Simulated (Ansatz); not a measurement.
Consider the following.

```
CELL_PARAMETERS angstrom
      4.02735     0.00000     0.00000
      0.00000     4.02735     0.00000
      0.00000     0.00000    23.54329
ATOMIC_POSITIONS crystal
  Cl 0.25000 0.75000 0.31663
  Na 0.75000 0.25000 0.32158
  Cl 0.75000 0.25000 0.44009
  Na 0.25000 0.75000 0.43832
  Cl 0.25000 0.75000 0.55991
  Na 0.75000 0.25000 0.56168
  Cl 0.75000 0.25000 0.68337
  Na 0.25000 0.75000 0.67842
```

No spin polarisation.

Level of theory: PBE (Ansatz, an electronic-structure program, PAW, no spin-orbit coupling). k-mesh 8×8×1 (Γ-centred); smearing 0.05 eV (Fermi–Dirac). The cell is a slab with vacuum along z.

Question: Estimate the band gap.

Answer: 4.97 eV.

Question: Predict the valence-band top at Γ (three highest levels, from the VBM).

Answer: 0.00, 0.00, -0.07 eV.

Question: Predict the gap character.

Answer: Direct at Γ.

Question: What layer's space group (with vacuum) does the calculation give?

Answer: P4/nmm (No. 129).

Whether these cells are dynamically stable was not tested. The cell was made from NaCl in the rock salt structure (space group Fm-3m, No. 225) by this change: a free-standing slab of 4 layers (8 atoms, 2 a layer) is cut normal to the z axis, with 15 Å of vacuum and the in-plane cell held at bulk.
